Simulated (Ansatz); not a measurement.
**Cs2SnI6 (space group Fm-3m, No. 225)**

```
Cs2SnI6
1.0
    0.00000     5.77512     5.77512
    5.77512     0.00000     5.77512
    5.77512     5.77512     0.00000
Cs Sn I
2 1 6
Direct
  0.25000   0.25000   0.25000
  0.75000   0.75000   0.75000
  0.00000   0.00000   0.00000
  0.75152   0.24848   0.24848
  0.24848   0.75152   0.75152
  0.24848   0.75152   0.24848
  0.75152   0.24848   0.75152
  0.24848   0.24848   0.75152
  0.75152   0.75152   0.24848
```

The values are results of PBEsol (Ansatz, a first-principles code, PAW, no SOC), not measurements. k-mesh 7×7×7 (Γ-centred); smearing 0.05 eV (Fermi–Dirac).

| Property | Result |
|---|---|
| Volume per atom | 42.80 Å³ |
| Density | 4.94 g/cm³ |
| Band gap | zero |
| Total energy | -6858.149 eV/atom (σ→0; compares only within this code and set-up) |

Spin-orbit coupling, missing from the scalar runs, can matter with I. Whether these cells are dynamically stable was not tested. All final runs are without spin polarisation. A zero or small gap of Cs2SnI6 can be the functional's error rather than a property of the material.
